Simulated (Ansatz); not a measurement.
Al2O3 (Pbcn, No. 60, 20 atoms in the cell; start mp-1938; a measured phase of this formula has another space group), treated with r²SCAN (Ansatz, a first-principles code, PAW).

Run with plane-wave cutoff 560 eV, 6×8×8 k mesh (along the axes of the cell as run), Fermi–Dirac smearing 0.01 eV, scalar-relativistic PAW data made under PBE.

Cell (relaxed with PBEsol):

```yaml
crystal:
  lattice:
    - [7.02952, 0.00000, 0.00000]
    - [0.00000, 4.81198, 0.00000]
    - [0.00000, 0.00000, 4.94951]
  atoms:
    - { symbol: Al, position: [0.39025, 0.25218, 0.03113] }
    - { symbol: Al, position: [0.60975, 0.74782, 0.96887] }
    - { symbol: Al, position: [0.10975, 0.24782, 0.53113] }
    - { symbol: Al, position: [0.89025, 0.75218, 0.46887] }
    - { symbol: Al, position: [0.89025, 0.24782, 0.96887] }
    - { symbol: Al, position: [0.10975, 0.75218, 0.03113] }
    - { symbol: Al, position: [0.60975, 0.25218, 0.46887] }
    - { symbol: Al, position: [0.39025, 0.74782, 0.53113] }
    - { symbol: O, position: [0.65385, 0.10731, 0.10229] }
    - { symbol: O, position: [0.34615, 0.89269, 0.89771] }
    - { symbol: O, position: [0.84615, 0.39269, 0.60229] }
    - { symbol: O, position: [0.15385, 0.60731, 0.39771] }
    - { symbol: O, position: [0.15385, 0.39269, 0.89771] }
    - { symbol: O, position: [0.84615, 0.60731, 0.10229] }
    - { symbol: O, position: [0.34615, 0.10731, 0.39771] }
    - { symbol: O, position: [0.65385, 0.89269, 0.60229] }
    - { symbol: O, position: [0.00000, 0.04968, 0.25000] }
    - { symbol: O, position: [0.00000, 0.95032, 0.75000] }
    - { symbol: O, position: [0.50000, 0.45032, 0.75000] }
    - { symbol: O, position: [0.50000, 0.54968, 0.25000] }
```

Task: Give the computed band gap.

Result: 
- band gap = 6.48 eV (direct)

Note: cell and atoms aren't relaxed at this level (largest force component 0.07 eV/Å, pressure -1.8 GPa).

The computed numbers hold no vibrational or temperature effects.

It cost around 4 core-minutes (rough) of CPU time.

A start named mp-… is a Materials Project structure, which need not be a measured phase.
